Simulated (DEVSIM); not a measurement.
Device: Mo/Al2O3/SiO2/n-Si capacitor, at 250 K.

Layer 1 from the left is Al2O3, thickness (nm) 19.0. Layer 2 from the left is SiO2, thickness (nm) 1.00. Layer 3 from the left is Si, thickness (nm) 370, Nd (cm⁻³) 2.4e18.

Metal gate on the left, work function 4.6 eV. Fixed charge at the semiconductor interface 1.5e10 cm⁻² (in units of +e); no interface traps.

This is a model device: material constants are rounded textbook-type values typed into the input, and sizes, dopings and lifetimes were drawn at random. Values at 300 K; Nc and Nv go as T^1.5, mobilities as T to minus their exponent, the gap by Varshni's rule with the affinity fixed.

Al2O3: gap (eV) 6.8, affinity (eV) 1.35, permittivity 9. SiO2: gap (eV) 9, affinity (eV) 0.9, permittivity 3.9. Si: gap (eV) 1.124, affinity (eV) 4.05, permittivity 11.7, Nc (cm⁻³) 2.86e19, Nv (cm⁻³) 3.1e19, Varshni α (eV/K) 0.000473, Varshni β (K) 636.

Model (solved in DEVSIM): 1D Poisson equation in equilibrium, Boltzmann statistics, complete ionisation; no quantum confinement or tunnelling. Metal contacts follow the ideal Schottky-Mott rule: no Fermi-level pinning, no interface dipoles.

What does the simulation give for the minimum of the low-frequency capacitance, the flat-band voltage?

minimum of the low-frequency capacitance 0.210 μF/cm²; flat-band voltage 0.50 V.
